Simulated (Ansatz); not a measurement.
## A computed series for Y: element substitutions

The reference is Y in the hcp (Mg type) structure (space group P6_3/mmc, No. 194; a = 3.683 Å, c = 5.698 Å).

Each row replaces one element on all its sites; cell and atoms are relaxed.

Method: Ansatz (an electronic-structure program) r2SCAN, no spin-orbit coupling, earlier PAW set.

Candidates:
(a) Y → Nb
(b) Y → Al
(c) Y → Hf

For the base:

* **Volume per atom**: 33.46 Å³

**Question.** Order them by volume per atom, lowest first.

**Answer.** (b) Y → Al (16.00 Å³), (a) Y → Nb (18.57 Å³), (c) Y → Hf (22.35 Å³)

Whether these cells are dynamically stable was not tested. For Nb and Al in this form, whether it has been made was not checked. The final runs are not spin-polarised. This is not the structure that Nb has at room temperature and ambient pressure. This is not the structure that Al has at room temperature and ambient pressure.
